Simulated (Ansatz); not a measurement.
Ir: energy against strain

Ir (fcc, Fm-3m, 14.058 Å³/atom at rest) under an equal strain ε in the (001) plane with the normal axis free, as in a coherent film. PBEsol in Ansatz, a plane-wave DFT program (PAW, default set), 420 eV, 29×29×29 Γ-centred mesh, Fermi-Dirac smearing 0.10 eV; ions are relaxed within the symmetry of each cell.

Here s stands for strain and y for E less E0.

| strain (%) | E less E0 (meV/atom) |
|---|---|
| -3.00 | ? |
| -1.50 | 13.92 |
| -1.00 | 5.97 |
| -0.50 | 1.39 |
| 0.00 | 0.00 |
| 0.50 | 1.67 |
| 1.00 | 6.24 |
| 1.50 | 13.60 |

Question: Using a parabola, estimate the missing y at s = -3.00 from the other rows, showing the fit.

Answer: Least squares gives y = -0.002 - 0.0100·s + 6.1152·s². Residuals (row less fit): 0.148, -0.153, -0.142, 0.002, 0.148, 0.137, -0.142; standard error 0.178 (degrees of freedom: 4). Twice the quadratic coefficient over the volume, 2 × 6.1152 meV × 10⁴ × 0.1602 / 14.058 Å³, is twice the biaxial elastic modulus of this plane = 1394 ± 18 GPa. At the withheld row, y = -0.002 - 0.0100 × (-3.0) + 6.1152 × (-3.0)² = 55.065 meV/atom. The calculation gives 59.70 meV/atom, 4.635 meV/atom above the prediction (7.8 % of the range of y in the table). The row lies outside the fitted rows, so this is an extrapolation. From the scatter of the fitted rows alone, a prediction at this place has a standard error of 0.679 meV/atom, so the miss is 6.8 times that.

One order more, fitted to all 13 runs of the series, follows each within 0.05, so the miss is the next term of a smooth law. In a metal these values are sensitive to mesh and smearing; energies are taken to zero smearing, stresses follow the free energy. Rows are the converged runs of the series near zero and its far end; series whose fitted rows scatter by over a few per cent of the range, as at a crossing or softening among them, aren't shown in this form. Most that stay on the fit to the last digits aren't either.
